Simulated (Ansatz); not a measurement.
Amorphous Si20B10N30, 60 atoms at 2.57 g/cm³, one PBE-relaxed geometry, zone centre. Methods: PBE, scalar-relativistic without spin-orbit coupling (Ansatz, a quantum-chemistry and plane-wave program); r2SCAN, scalar-relativistic without spin-orbit coupling (Ansatz); HSE06, scalar-relativistic without spin-orbit coupling (Ansatz). Plane waves to 420 eV (r2SCAN 500 eV); exact exchange is cut at the cell's faces. The usual formal charges leave 20 electrons over, so the level spacing at the Fermi energy parts defect or band states and needn't be the band gap. At PBE the levels at the filled edge of the gap are localised (band-tail or defect states), and the nearest spread-out levels lie 1.6 eV apart at the zone centre. The higher rungs were started with moments on some atoms, which died out.

Preparation: random packing, a CHGNet melt and quench, and a DFT relaxation. N atoms were pushed apart under 1.9 Å during the dynamics, to hinder bonds among them. The hot cell started wider than the set density and was brought back towards it in steps. It is the lowest in DFT energy of 2 quenches. It is a model cell: composition and starting density were chosen by hand, and all elements were melted together. No dispersion term was used. Its density started from a set value of 2.40 and ended at 2.57 g/cm³. Cooling (nominally 630 K/ps over its main leg) ran many orders faster than in experiment, which tends to leave more defects and strain. One small periodic cell is one sample of the glass; other quenches scatter about these values. The volume was free in the relaxation, at fixed shape. Stress components on the final sampling reach 4.6 GPa. On a 2×2×2 Γ-centred mesh force components of up to 0.24 eV/Å stay, since the relaxation ran on the zone centre alone. Cycles of charging lowered its energy after that relaxation.

The relaxation ran on the zone centre alone. At PBE the level spacing at the Fermi energy is 1.21 eV on a 2×2×2 Γ-centred mesh, and the spacing at the zone centre alone 1.33 eV.

What zone-centre spacing does r2SCAN give, roughly?

1.54 eV (+0.21 eV against PBE).

What zone-centre spacing does HSE06 give, roughly?

2.27 eV (+0.94 eV against PBE).

The highest filled and the lowest empty state spread over these numbers of atoms (participation numbers): PBE: 7.0 and 12.4; r2SCAN: 6.8 and 11.7; HSE06: 8.0 and 11.7.
